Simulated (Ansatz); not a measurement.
The reference is TiO₂ in the anatase structure (space group I4_1/amd, No. 141; a = 3.770 Å, c = 9.552 Å).

Level of theory: Kohn–Sham DFT with the PBEsol functional, run in Ansatz (a first-principles code) with PAW and 420 eV plane waves, no spin-orbit coupling.

For the base:

* **Gap character**: indirect, Γ–X (87 % along) → Γ
* **Gap between the host's bands**: 2.11 eV

Modification: 1.36 electrons added to each cell, a density of 2.0×10^22 cm⁻³, with a uniform compensating background at fixed cell and a 300 K Fermi–Dirac width.

Q: What does the calculation give for the gap character, gap between the host's bands, largest internal atomic displacement and Fermi level from band edge after the change?

A: The gap character stays indirect, Γ–X (87 % along) → Γ; the gap between the host's bands increases by 0.81 eV (2.11 eV → 2.92 eV); the largest internal atomic displacement comes out as 0.041 Å; the Fermi level relative to the doped band's edge (positive inside the band; to 0.05 eV) amounts to +1.00 eV.

Charged cell with a jellium background: band edges are those of the host's band count, energies are not comparable with the neutral cell, and many-body gap narrowing is missing. No phonon test of stability was made. The base started in C2/c and relaxed to I4_1/amd at this level. The final runs are not spin-polarised.
